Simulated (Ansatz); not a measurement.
Start from BP in the zinc blende structure (space group F-43m, No. 216).

```yaml
crystal:
  lattice:
    - [0.00000, 2.26828, 2.26828]
    - [2.26828, 0.00000, 2.26828]
    - [2.26828, 2.26828, 0.00000]
  atoms:
    - { symbol: B, position: [0.00000, 0.00000, 0.00000] }
    - { symbol: P, position: [0.25000, 0.25000, 0.25000] }
```

Cartesian axes are those of the cell as printed.

Method: r2SCAN (Ansatz, a first-principles code), scalar-relativistic without spin-orbit coupling.

Strains are applied to the cell and any free atomic positions relax; under biaxial strain the out-of-plane vector relaxes too.

One change was made to it. Results:

The energy goes up by 5.1 meV/atom; the pressure (mean of the normal stresses, compression positive) goes from zero to -3.66 GPa; the band gap falls by 0.05 eV, from 1.41 eV to 1.36 eV; the valence-band top at Γ (three highest levels, from the VBM) changes from 0.00, 0.00, 0.00 eV to 0.00, -0.11, -0.11 eV.

Question: Name the change that was made.
(A) biaxial strain +2.08 %, plane normal [111], relaxed out of plane
(B) biaxial strain +0.83 %, plane normal [111], relaxed out of plane
(C) biaxial strain +1.25 %, plane normal [111], relaxed out of plane

Answer: C, biaxial strain +1.25 %, plane normal [111], relaxed out of plane. For comparison, the energy relative to the base in the other runs: biaxial strain +0.83 %, plane normal [111], relaxed out of plane gives +2.3 meV/atom; biaxial strain +2.08 %, plane normal [111], relaxed out of plane gives +14 meV/atom.

Whether these cells are dynamically stable was not tested.
